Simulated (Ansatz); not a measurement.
Base system: MoSi2 (space group I4/mmm, No. 139; a = 3.190 Å, c = 7.822 Å; relaxed with 0.1 eV smearing). Axes: x, y, z lie along a, b, c of the conventional cell.

Computed with Kohn–Sham DFT with the PBEsol functional, run in Ansatz (a program for electronic structure) with PAW and 420 eV plane waves, spin-orbit coupling left out.

Perturbation: the cell is compressed by 2.00 % along x with no lateral relaxation; the atoms relax in the strained cell.

**Question.** Predict the stress tensor and what it implies for the stiffness.

**Answer.** Stress of the strained cell less that of the base (GPa, compression positive):
```
    8.7     0.0     0.0
    0.0     2.7     0.0
    0.0     0.0     2.1
```

Then −Δσ_ii/ε with ε = -0.0200 gives secant stiffness values (nonlinear terms included at this strain): C11 ≈ 435 GPa, C12 ≈ 133 GPa and C13 ≈ 104 GPa.

As a check, the harmonic strain energy −½ V₀ Δσ:ε is 7.2 meV/atom; the computed energy rise is 7.1 meV/atom.

Stability against distortions was not tested. The final runs are not spin-polarised.
